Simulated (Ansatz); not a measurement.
## Habitual settings against a tight run: K2NaScI6 (Fm-3m, 10 atoms in the cell)

Self-consistent single point.

```xyz
10
Lattice="0.0000 6.0110 6.0110 6.0110 0.0000 6.0110 6.0110 6.0110 0.0000" Properties=species:S:1:pos:R:3 pbc="T T T"
K      9.0165     9.0165     9.0165
K      3.0055     3.0055     3.0055
Na     6.0110     6.0110     6.0110
Sc     0.0000     0.0000     0.0000
I      2.8862     6.0110     6.0110
I      9.1357     6.0110     6.0110
I      6.0110     2.8862     6.0110
I      6.0110     9.1357     6.0110
I      6.0110     6.0110     2.8862
I      6.0110     6.0110     9.1357
```

Method of the run: LDA (PW92), default PAW files made with PBE (plane waves; Ansatz, a first-principles code).

Base settings: basis.ecutwfc = 420 eV; kpoints.mp_grid.grid = 4 4 4; hamiltonian.xc = lda; hamiltonian.pseudopotentials = {kind: paw} (the program's default PAW files); scf.occupations.method = gaussian; scf.occupations.width = 0.01 eV.

Tight run (finer mesh or higher cutoff; not a proven limit): basis.ecutwfc: 420 eV → 590 eV; kpoints.mp_grid.grid: 4 4 4 → 6 6 6; scf.convergence.dr2_threshold: default (1e-07 eV) → 1e-09 eV. It gave top of the valence band (on the code's own zero) 2.93 eV; gap on the k-point mesh 2.08 eV; pressure -1.92 GPa; largest force (vector length) 0.185 eV/Å.

Quick runs, as changes from the base:
- A: the base itself
- B: basis.ecutwfc: 420 eV → 210 eV; kpoints.mp_grid.grid: 4 4 4 → 2 2 2; scf.occupations.method: gaussian → cold; scf.occupations.width: 0.01 eV → 0.272 eV; scf.convergence.dr2_threshold: default (1e-07 eV) → 0.001 eV

Gaps are read on each run's own mesh, which may miss the band edges.

The count of work is k-points × plane waves × bands × iterations; it is no time. 

Pressures in the table are Ansatz's without its Pulay estimate, at a fixed set of plane waves; the tight run's value above holds the estimate.

The starting cell comes from a database of computed structures (which also holds hypothetical and non-ambient phases and stackings), without a prior relaxation at this level. Its lattice was rescaled by a random factor within 2.5 % of one. Spin-orbit coupling is off.

| run | energy less tight (meV/atom) | pressure less tight (GPa) | largest miss in a force vector (eV/Å) | gap on the mesh less tight (eV) | count of work / tight |
|---|---|---|---|---|---|
| A | 1.1 | -0.02 | 0.000 | 0.000 | 0.24 |
| B | 3996.2 | -88.46 | 0.082 | -0.010 | 0.024 |

Among the runs at the tight run's level, the energy misses run from 1.1 to 3996.2 meV/atom.

Left out of this page: 3 runs of the series with a known weakness of the program; 1 run of the series unsound by tests on forces, stress, charge or solver warnings.

Keys are those of Ansatz 0.2.
